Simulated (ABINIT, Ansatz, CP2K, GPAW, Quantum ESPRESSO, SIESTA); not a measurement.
**Code comparison for CuZn (Pm-3m, 2 atoms in the cell)**

Self-consistent single point.

```xyz
2
Lattice="2.9928 0.0000 0.0000 0.0000 2.9928 0.0000 0.0000 0.0000 2.9928" Properties=species:S:1:pos:R:3 pbc="T T T"
Zn     1.4964     1.4964     1.4964
Cu     0.0000     0.0000     0.0000
```

All programs got the same cell, k-point mesh and kind of occupations (in Ansatz's words: kpoints.mp_grid.grid = 7 7 7; scf.occupations.method = gaussian; scf.occupations.width = 0.02 Ry); potentials, basis and cutoffs are each program's usual ones.

```csv
code,model,pressure (GPa),k-points,cutoff
GPAW,"PBE, GPAW PAW datasets PBE (gpaw-data 1.0.1)",-3.21,20,850 eV
SIESTA,"GGA PBE, numerical atomic orbitals DZP, PseudoDojo PBE standard norm-conserving potentials (rewritten from UPF to PSML)",-6.46,172,grid 400 Ry
ABINIT,"PBE, PAW (JTH v2.0 PBE PAW)",-3.67,20,30 Ha
CP2K,"PBE, GPW, DZVP-MOLOPT-SR-GTH basis, GTH-PBE potentials (GTH_POTENTIALS)",-1.77,172,grid 600 Ry
Quantum ESPRESSO,"PBE, PseudoDojo standard norm-conserving (PBE) pseudopotentials",-3.43,20,95 Ry
Ansatz,"PBE, PAW files",-3.45,20,default
```

The spread over the programs that give each value: pressure within 4.69 GPa.

The starting cell has typed, rounded lattice constants, without a prior relaxation at this level. Its lattice was rescaled by a random factor within 2.5 % of one. On Ansatz's run: Spin polarisation is off. In the base run, with a pressure of about -3 GPa the cell is away from its equilibrium volume at this level.

### Question
Why do the programs differ, and what cannot be compared?

### Answer
Differences of this kind can come from the potentials, where these differ, and from what each basis and cutoff leave unconverged. The valence holds different numbers of electrons (GPAW 23, SIESTA 39, ABINIT 31, CP2K 23, Quantum ESPRESSO 39, Ansatz (a quantum-chemistry and plane-wave program) 31). The zero of total energies and Fermi levels follows the potentials and each program's conventions, so they are not compared here. SIESTA and CP2K use small atom-centred bases, whose incompleteness enters pressures, forces and empty levels differently from a plane-wave cutoff. Ansatz's pressure is given at a fixed set of plane waves, as the other plane-wave codes print theirs; with its correction for the finite basis it is -3.31 GPa. Ansatz's smearing width was typed in Ry to four decimals, so it matches the others to a few per cent. The programs reduce the same mesh by symmetry to different extents, which changes the work and not the result. In the pressure, SIESTA (by 3.02) and CP2K (by 1.67) lie more than 1 GPa from the median of the plane-wave programs.

Left out of this page: Elk and FLEUR (not drawn, or without a comparable value).

Keys are those of Ansatz 0.2.
